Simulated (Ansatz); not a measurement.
# ZnAu: pressure series

Base system: ZnAu in the CsCl type structure (space group Pm-3m, No. 221).

```cif
data_AuZn
_chemical_formula_sum 'Zn1 Au1'
_space_group_name_H-M_alt 'Pm-3m'
_space_group_IT_number 221
_space_group_name_Hall '-P 4 2 3'
_cell_length_a 3.18677
_cell_length_b 3.18677
_cell_length_c 3.18677
_cell_angle_alpha 90.000
_cell_angle_beta 90.000
_cell_angle_gamma 90.000
loop_
_atom_site_label
_atom_site_type_symbol
_atom_site_symmetry_multiplicity
_atom_site_Wyckoff_symbol
_atom_site_fract_x
_atom_site_fract_y
_atom_site_fract_z
_atom_site_occupancy
Zn1 Zn 1 b 0.50000 0.50000 0.50000 1
Au1 Au 1 a 0.00000 0.00000 0.00000 1
```

Cell and atoms are relaxed at each pressure.

Calculations: Kohn–Sham DFT with the PBE functional, run in Ansatz (a quantum-chemistry and plane-wave program) with PAW and 420 eV plane waves, no spin-orbit coupling.

| pressure (GPa) | volume per atom (Å³/atom) |
|---|---|
| -2 | 16.479 |
| -1 | 16.327 |
| 0 | 16.182 |
| 0.9 | ? |
| 2.1 | 15.908 |
| 9 | 15.169 |
| 15 | 14.669 |
| 22.5 | 14.158 |
| 30 | 13.734 |

Problem. Fit the third-order Birch–Murnaghan form P(V) = (3B₀/2)[(V₀/V)^(7/3) − (V₀/V)^(5/3)]·[1 + (3/4)(B₀′ − 4)((V₀/V)^(2/3) − 1)] (squares taken in P) to the rows shown and predict the withheld row.

Solution. Least squares on the printed values gives V₀ = 16.184 Å³/atom, B₀ = 117 GPa, B₀′ = 5.5; this predicts 16.062 Å³/atom, and the run gives 16.061 Å³/atom, in agreement.

Measured bulk modulus of ZnAu: 131 GPa (temperature not stated; as listed in Niraj K. Nepal et al., Phys. Rev. B (2020)); the computed value is for a static lattice, so the two differ by thermal effects too.

Load acts through the strain it causes; cell and atoms are relaxed under it. Stability against distortions was not tested. No other phases were tried under pressure.
